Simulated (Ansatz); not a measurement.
As2O3, treated with r²SCAN (Ansatz, a first-principles code, PAW).

Run with plane-wave cutoff 600 eV, 8×8×8 k mesh, Fermi–Dirac smearing 0.03 eV, scalar-relativistic PAW data made under PBE.

Starting structure:

```yaml
crystal:
  lattice:
    - [0.00000, 5.53730, 5.53730]
    - [5.53730, 0.00000, 5.53730]
    - [5.53730, 5.53730, 0.00000]
  atoms:
    - { symbol: As, position: [0.39714, 0.39714, 0.39714] }
    - { symbol: As, position: [0.44142, 0.85286, 0.85286] }
    - { symbol: As, position: [0.39714, 0.39714, 0.80858] }
    - { symbol: As, position: [0.85286, 0.44142, 0.85286] }
    - { symbol: As, position: [0.80858, 0.39714, 0.39714] }
    - { symbol: As, position: [0.85286, 0.85286, 0.85286] }
    - { symbol: As, position: [0.39714, 0.80858, 0.39714] }
    - { symbol: As, position: [0.85286, 0.85286, 0.44142] }
    - { symbol: O, position: [0.32630, 0.32630, 0.67370] }
    - { symbol: O, position: [0.57630, 0.57630, 0.92370] }
    - { symbol: O, position: [0.67370, 0.67370, 0.32630] }
    - { symbol: O, position: [0.92370, 0.92370, 0.57630] }
    - { symbol: O, position: [0.67370, 0.32630, 0.32630] }
    - { symbol: O, position: [0.92370, 0.57630, 0.57630] }
    - { symbol: O, position: [0.32630, 0.67370, 0.67370] }
    - { symbol: O, position: [0.57630, 0.92370, 0.92370] }
    - { symbol: O, position: [0.57630, 0.92370, 0.57630] }
    - { symbol: O, position: [0.32630, 0.67370, 0.32630] }
    - { symbol: O, position: [0.92370, 0.57630, 0.92370] }
    - { symbol: O, position: [0.67370, 0.32630, 0.67370] }
```

**Question.** Into what structure does the relaxation of cell and atoms lead at this level, with the symmetry of the start kept?

**Answer.** The volume goes up by 3.9 %; final space group Fd-3m.
```yaml
crystal:
  lattice:
    - [0.00000, 5.60880, 5.60880]
    - [5.60880, 0.00000, 5.60880]
    - [5.60880, 5.60880, 0.00000]
  atoms:
    - { symbol: As, position: [0.39813, 0.39813, 0.39813] }
    - { symbol: As, position: [0.44439, 0.85187, 0.85187] }
    - { symbol: As, position: [0.39813, 0.39813, 0.80561] }
    - { symbol: As, position: [0.85187, 0.44439, 0.85187] }
    - { symbol: As, position: [0.80561, 0.39813, 0.39813] }
    - { symbol: As, position: [0.85187, 0.85187, 0.85187] }
    - { symbol: As, position: [0.39813, 0.80561, 0.39813] }
    - { symbol: As, position: [0.85187, 0.85187, 0.44439] }
    - { symbol: O, position: [0.32757, 0.32757, 0.67243] }
    - { symbol: O, position: [0.57757, 0.57757, 0.92243] }
    - { symbol: O, position: [0.67243, 0.67243, 0.32757] }
    - { symbol: O, position: [0.92243, 0.92243, 0.57757] }
    - { symbol: O, position: [0.67243, 0.32757, 0.32757] }
    - { symbol: O, position: [0.92243, 0.57757, 0.57757] }
    - { symbol: O, position: [0.32757, 0.67243, 0.67243] }
    - { symbol: O, position: [0.57757, 0.92243, 0.92243] }
    - { symbol: O, position: [0.57757, 0.92243, 0.57757] }
    - { symbol: O, position: [0.32757, 0.67243, 0.32757] }
    - { symbol: O, position: [0.92243, 0.57757, 0.92243] }
    - { symbol: O, position: [0.67243, 0.32757, 0.67243] }
```

Note: the relaxation could not lower the start's symmetry, so the cell can be a saddle point above a distorted one.
